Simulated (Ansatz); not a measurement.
A computed series for MgO: response to strain

The reference is MgO in the rock salt structure (space group Fm-3m, No. 225).

```xyz
2
Lattice="0.0000 2.1071 2.1071 2.1071 0.0000 2.1071 2.1071 2.1071 0.0000" Properties=species:S:1:pos:R:3 pbc="T T T"
O      0.0000     0.0000     0.0000
Mg     2.1071     2.1071     2.1071
```

Cartesian axes are those of the cell as printed.

Strains are applied to the cell and any free atomic positions relax; under biaxial strain the out-of-plane vector relaxes too.

The values are results of DFT with PBEsol, PAW potentials and a 420 eV plane-wave cutoff in Ansatz (a program for electronic structure), no spin-orbit coupling, not measurements.

Candidates:
(a) biaxial strain +0.76 %, plane normal [111], relaxed out of plane
(b) isotropic strain +0.91 %
(c) tensor shear ε_yz = −0.30 %
(d) biaxial strain +2.47 %, plane normal [111], relaxed out of plane
(e) biaxial strain +1.98 %, plane normal [110], relaxed out of plane

Notes on the quantities. energy relative to the base: free energy F.

Task: Order them by energy relative to the base, highest first.

Result: (d) biaxial strain +2.47 %, plane normal [111], relaxed out of plane (+13 meV/atom), (e) biaxial strain +1.98 %, plane normal [110], relaxed out of plane (+8.3 meV/atom), (b) isotropic strain +0.91 % (+3.3 meV/atom), (a) biaxial strain +0.76 %, plane normal [111], relaxed out of plane (+1.3 meV/atom), (c) tensor shear ε_yz = −0.30 % (+0.2 meV/atom)

A biaxial case was relaxed in a doubled cell and then solved in the primitive one. Stability against distortions was not tested.
